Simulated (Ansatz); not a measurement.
SnSe2 in the 2H-MoS2 type structure (space group P6_3/mmc, No. 194; a hypothetical phase, not in the database extracts checked; layered, stacked along the Cartesian z axis)

Space group P6₃/mmc (No. 194); a = 3.7956 Å, b = 3.7956 Å, c = 12.0254 Å, α = 90.00°, β = 90.00°, γ = 120.00°

```csv
atom,site,symmetry,x,y,z
Sn,2c,-6m2,0.3333,0.6667,0.2500
Se,4f,3m.,0.6667,0.3333,0.1078
```

Level of theory: r2SCAN+rVV10 in Ansatz (plane waves to 500 eV, PAW, scalar-relativistic without spin-orbit coupling). Settings: 14×14×4 k-points, 0.05 eV Fermi–Dirac smearing.

| Item | Value |
|---|---|
| Volume per atom | 25.01 Å³ |
| Density | 6.12 g/cm³ |
| Band gap | zero |
| Total energy | -5663.611 eV/atom (σ→0; compares only within this code and set-up) |

No phonon test of stability was made. All final runs are without spin polarisation.

Ansatz is an electronic-structure program.
